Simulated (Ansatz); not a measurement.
Base system: AlP in the zinc blende structure (space group F-43m, No. 216; a = 5.5073 Å).

All numbers come from PBE in Ansatz (plane waves to 420 eV, PAW, scalar-relativistic without spin-orbit coupling), earlier PAW set.

Carriers are added at fixed cell with a uniform background; the Fermi–Dirac width is that of 300 K.

One change was made to it. Results:

The Fermi level relative to the doped band's edge (positive inside the band; to 0.05 eV) amounts to +0.30 eV; the valley order (the lowest conduction-band minima on the path, energy above the VBM, named in the base's zone) becomes X along ⟨100⟩ 1.62 eV; L along ⟨111⟩ 2.72 eV; Γ 3.08 eV (base: X along ⟨100⟩ 1.63 eV; L along ⟨111⟩ 2.72 eV; Γ 3.09 eV).

Task: What was done to the base?
A. electrons 2.0×10^21 cm⁻³
B. electrons 7.0×10^20 cm⁻³
C. electrons 5.0×10^21 cm⁻³

Result: B, electrons 7.0×10^20 cm⁻³. For comparison, the Fermi level from band edge in the other runs: electrons 5.0×10^21 cm⁻³ gives +0.95 eV; electrons 2.0×10^21 cm⁻³ gives +0.55 eV.

Charged cell with a jellium background: band edges are those of the host's band count, energies are not comparable with the neutral cell, and many-body gap narrowing is missing. The levels and masses belong to the bands next to the band gap. Whether these cells are dynamically stable was not tested.

Ansatz is a program for electronic structure.
